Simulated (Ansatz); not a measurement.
Consider PbI2 in the CdI2 type structure (space group P-3m1, No. 164; layered).

```yaml
crystal:
  lattice:
    - [4.43893, 0.00000, 0.00000]
    - [-2.21947, 3.84423, 0.00000]
    - [0.00000, 0.00000, 6.74134]
  atoms:
    - { symbol: Pb, position: [0.00000, 0.00000, 0.00000] }
    - { symbol: I, position: [0.33333, 0.66667, 0.28024] }
    - { symbol: I, position: [0.66667, 0.33333, 0.71976] }
```

Cartesian axes are those of the cell as printed.

All numbers come from PBEsol-D3(BJ) in Ansatz (plane waves to 420 eV, PAW, without spin-orbit coupling).

For the base:

Volume per atom: 38.35 Å³

Modification: compressive biaxial strain of 0.56 % in the plane normal to [001], as in epitaxy on a mismatched substrate; the out-of-plane cell vector and the atoms relax.

Question: What happens to the volume per atom?

Answer: The volume per atom decreases by 0.233 Å³ (38.35 Å³ → 38.11 Å³).

Question: Estimate the effect on the in-plane stress.

Answer: The mean in-plane stress (compression positive) amounts to +0.2 GPa.

Stability against distortions was not tested.

Ansatz is a first-principles code.
